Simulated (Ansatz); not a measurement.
The parent structure is InSb in the zinc blende structure (space group F-43m, No. 216; a = 6.5191 Å).

Perturbation: cell and atoms relaxed at a pressure of 15 GPa.

Levels (all Ansatz, a program for electronic structure, PAW): PBEsol (420 eV, without spin-orbit coupling); r2SCAN (500 eV, scalar-relativistic without spin-orbit coupling).

The geometry is relaxed with PBEsol.

| Quantity | Value |
|---|---|
| PBEsol electron mass | 1.1 mₑ along k, 0.19 mₑ across (off the special points) |
| PBEsol band gap | 0.81 eV |
| PBEsol smallest direct gap | 0.87 eV |

With r2SCAN at the same geometry, the electron mass becomes 1.0 mₑ along k, 0.19 mₑ across (off the special points) (PBEsol: 1.1 mₑ along k, 0.19 mₑ across (off the special points)); the band gap increases by 0.30 eV, from 0.81 eV to 1.11 eV; the smallest direct gap rises by 0.59 eV to 1.46 eV.

Single points use the geometry relaxed with PBEsol. Their cutoffs differ, which shifts pressures a little. Spin-orbit coupling, missing from the scalar runs, can matter with Sb. Load acts through the strain it causes; cell and atoms are relaxed under it. Effective masses come from finite differences of ±0.01 Å⁻¹. Along k means along the line from Γ to the band edge. Stability against distortions was not tested. Tetrahedral semiconductors of this kind turn to denser phases somewhere between about 1 and 50 GPa; those were not computed, so compressed cells here can lie past the real transition. The final runs are not spin-polarised.
